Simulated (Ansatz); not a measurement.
NaCaH₃ (model structure, started from the KMgH3 type, Pm-3m, No. 221, 5 atoms in the cell) was calculated with HSE06 (Ansatz, an electronic-structure program, plane waves, PAW).

The run printed, among other lines:

```
WARN output.stress: scf.exx.energy_threshold = 1e-6 eV is looser than the 5e-8 eV advised for a stress under a hybrid functional (1e-8 eV for each atom of the …
Crystal: 5 atoms, lattice volume = 80.304 Å³
Basis set: ecut = 460 eV, 1791 PW (Γ), exchange–correlation on 64×64×64 points (8 copies of the dense FFT grid, shifted against one another)
Bands: 16, of which v1, the nominal top of the filled ones, is band 11 counted from 1 (10 counted from 0)
Symmetry: 48 space group operations
Space group: Pm-3m (ITA 221), of the structure as read, at distance tolerance 4.3e-5 Å
k-points: 20 of 216
SCF iter   1: F=—  HF=-3352.143713 eV  |F-HF|=—  |Δ(HF+E_count)|=         —  Δρ=1.28e-3  dr2=3.02e-3
SCF iter   2: F=-3352.143099 eV  HF=-3352.143096 eV  |F-HF|=2.97e-6  |Δ(HF+E_count)|=   6.17e-4  Δρ=7.17e-4  dr2=3.51e-4
Crystal: 5 atoms, lattice volume = 80.304 Å³
Initial density: handed on by an earlier stage of this run
  ...
Crystal: 5 atoms, lattice volume = 80.304 Å³
SCF iter   4: F=—  HF=-3353.303303 eV  |F-HF|=—  |Δ(HF+E_count)|=   2.94e-9  Δρ=1.32e-6  dr2=5.47e-10
SCF iter   5: F=-3353.303303 eV  HF=-3353.303303 eV  |F-HF|=1.82e-12  |Δ(HF+E_count)|=  1.21e-10  Δρ=1.24e-7  dr2=1.63e-10
SCF 3 converged in 5 iterations: F = -3353.303303 eV  dr2 = 1.63e-10
Free energy (F): -3353.303303 eV
Internal energy: -3353.303303 eV  (E = F + TS)
E sigma→0 (E₀):  -3353.303303 eV
Fermi energy:    2.080098 eV
--- Stress (GPa, compression-positive) ---
        0.780467       0.000000       0.000000
        0.000000       0.780467       0.000000
        0.000000       0.000000       0.780467
  P = ⅓ Tr σ = 0.7805 GPa (7.805 kbar)
```

Problem. Write an input file that could have produced this run (the log leaves some choices open).

Solution. Several could match; the one computed here: 
Ansatz 0.2 input:
```yaml
crystal:
  lattice:
    - [4.3143291332, 0.0, 0.0]
    - [0.0, 4.3143291332, 0.0]
    - [0.0, 0.0, 4.3143291332]
  atoms:
    - { symbol: Na, position: [0.0, 0.0, 0.0] }
    - { symbol: Ca, position: [0.5, 0.5, 0.5] }
    - { symbol: H, position: [0.5, 0.0, 0.5] }
    - { symbol: H, position: [0.0, 0.5, 0.5] }
    - { symbol: H, position: [0.5, 0.5, 0.0] }
basis:
  ecutwfc: 460
  ecutrho_ratio: 4
  xc_grid: 2
kpoints:
  mp_grid: { grid: [6, 6, 6] }
hamiltonian:
  xc: hse06
  dispersion: none
  pseudopotentials: { kind: paw }
scf:
  occupations: { method: fermi_dirac, width: 0.01 }
  convergence: { dr2_threshold: 0.0000000005 }
output:
  forces: true
  stress: true
  eigenvalues: true
```

The PAW data were made under PBE.

Note: the relaxation could raise the start's symmetry but not lower it, so the cell can be a saddle point. Note: cell and atoms aren't relaxed at this level (pressure 0.8 GPa).

It cost very roughly 110 core-seconds of CPU time.

A model structure was made by putting elements into a prototype or built by hand; it is no filed structure, need not be a known phase, and can be a saddle point held by its symmetry.
